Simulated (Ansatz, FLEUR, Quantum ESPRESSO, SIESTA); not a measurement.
# Re3Tc (P6_3/mmc, 8 atoms in the cell) computed with different codes at matched settings

Self-consistent single point, at a second geometry (lattice scaled by 0.98). First geometry:

```
Re3Tc
1.0
    5.47758     0.00000     0.00000
   -2.73879     4.74372     0.00000
    0.00000     0.00000     4.42934
Tc Re
2 6
Direct
  0.33333   0.66667   0.75000
  0.66667   0.33333   0.25000
  0.16651   0.33303   0.25000
  0.83349   0.66697   0.75000
  0.83349   0.16651   0.75000
  0.16651   0.83349   0.25000
  0.66697   0.83349   0.25000
  0.33303   0.16651   0.75000
```

Shared settings, as Ansatz (a first-principles code) writes them: kpoints.mp_grid.grid = 4 4 5; scf.occupations.method = gaussian; scf.occupations.width = 0.2 eV. Potentials and cutoffs stand in the table.

```json
[
 {"code": "FLEUR", "model": "PBEsol, all-electron FLAPW (FLEUR), scalar-relativistic valence", "ΔF from the first geometry (meV/atom)": "–", "pressure (GPa)": "–", "largest force (eV/Å)": "0.058", "cutoff": "Kmax 4.2 1/bohr"},
 {"code": "SIESTA", "model": "GGA PBEsol, numerical atomic orbitals DZP, PseudoDojo PBEsol standard norm-conserving potentials (rewritten from UPF to PSML)", "ΔF from the first geometry (meV/atom)": "89.0", "pressure (GPa)": "31.98", "largest force (eV/Å)": "0.114", "cutoff": "grid 350 Ry"},
 {"code": "Ansatz", "model": "PBEsol, PAW files", "ΔF from the first geometry (meV/atom)": "70.7", "pressure (GPa)": "27.19", "largest force (eV/Å)": "0.050", "cutoff": "default"},
 {"code": "Quantum ESPRESSO", "model": "PBEsol, PseudoDojo standard norm-conserving (PBESOL) pseudopotentials", "ΔF from the first geometry (meV/atom)": "70.9", "pressure (GPa)": "27.25", "largest force (eV/Å)": "0.045", "cutoff": "85 Ry"}
]
```

A dash marks a value that a program does not give, or that is left out as unsure.

On Ansatz's run: spin-orbit coupling is off. Spin polarisation is off.

The spread over the programs that give each value: ΔF from the first geometry within 18.3 meV/atom; pressure within 4.79 GPa; largest force within 0.069 eV/Å.

SIESTA uses small atom-centred bases, whose incompleteness enters pressures, forces and empty levels differently from a plane-wave cutoff. FLEUR treats all electrons, but the usual bases taken here (sphere radii, linearisation, local orbitals, empty states) were not tested for convergence, so the values are no reference for the others. Ansatz's pressure is given at a fixed set of plane waves, as the other plane-wave codes print theirs. In the pressure, SIESTA (by 4.76) lies more than 1 GPa from the median of the plane-wave programs.

The starting cell comes from a database of computed structures (which also holds hypothetical and non-ambient phases and stackings), without a prior relaxation at this level. Its lattice was rescaled by a random factor within 2.5 % of one. For this run, on top of that: lattice scaled by 0.98.

Left out of this page: ABINIT (with a known weakness of the program); Elk (not drawn, or without a comparable value).

Keys are those of Ansatz 0.2.
